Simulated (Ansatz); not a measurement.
# V, pressure series

Consider V in the bcc (W type) structure (space group Im-3m, No. 229; a = 2.959 Å).

Cell and atoms are relaxed at each pressure.

All numbers come from Ansatz (an electronic-structure program), PBEsol, PAW, cutoff 420 eV, spin-orbit coupling left out.

```csv
P (GPa),V (Å³/atom)
-2.00,13.085
-1.00,13.017
0.89,12.892
2.09,12.815
4.50,12.668
8.99,12.413
14.99,12.106
22.50,11.767
30.00,11.467
```

Problem. Fit a third-order Birch–Murnaghan equation of state.

Solution. Least squares on P(V) = (3B₀/2)[(V₀/V)^(7/3) − (V₀/V)^(5/3)]·[1 + (3/4)(B₀′ − 4)((V₀/V)^(2/3) − 1)] gives V₀ = 12.95 Å³/atom, B₀ = 196 GPa and B₀′ = 3.8.

Measured bulk modulus of V: 161 GPa (static lattice; corrected from measurement; as listed in H. Levämäki et al., Physical Review B (2014)); the computed value is 22 % above it.

Load acts through the strain it causes; cell and atoms are relaxed under it. Stability against distortions was not tested. No other phases were tried under pressure. Seeded moments were not kept for the base. The final runs are not spin-polarised.
